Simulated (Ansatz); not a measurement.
The starting structures come from a database of crystals and need not be the phases stable at ambient conditions.

Evanescent states of KS (P-62m, not sure to be the ambient phase, 12 atoms a cell, 30.6 Å³ an atom) along the normal of (001)

The numbers are results of PBEsol (plane waves, PAW; Ansatz, a quantum-chemistry and plane-wave program), not measurements.

The gap is the functional's own. No spin-orbit coupling. Mid-gap values are interpolated on the energy grid.

Energies count from the valence-band top; κ is the least over a 6×6 mesh across the current.

```
E (eV)  κ (1/Å)  where
------  -------  -----
0.04      0.103      Γ
0.12      0.171      Γ
0.20      0.212      Γ
0.28      0.224      Γ
0.36      0.218      Γ
0.44      0.211      Γ
0.52      0.204      Γ
0.60      0.196      Γ
0.68      0.188      Γ
0.76      0.178      Γ
0.84      0.168      Γ
0.92      0.157      Γ
1.00      0.144      Γ
1.08      0.129      Γ
1.16      0.113      Γ
1.24      0.092      Γ
1.32      0.064      Γ
```

### Question
How thick must the barrier be to attenuate the transmission by 10^4 when the electrodes' Fermi level lies at 0.84 eV, and what attenuation does that film give at 0.52 eV?

### Answer
d = 4 ln 10 / (2 × 0.168) = 27.4 Å. At 0.52 eV it gives 4 × 0.204/0.168 = 4.9 decades.
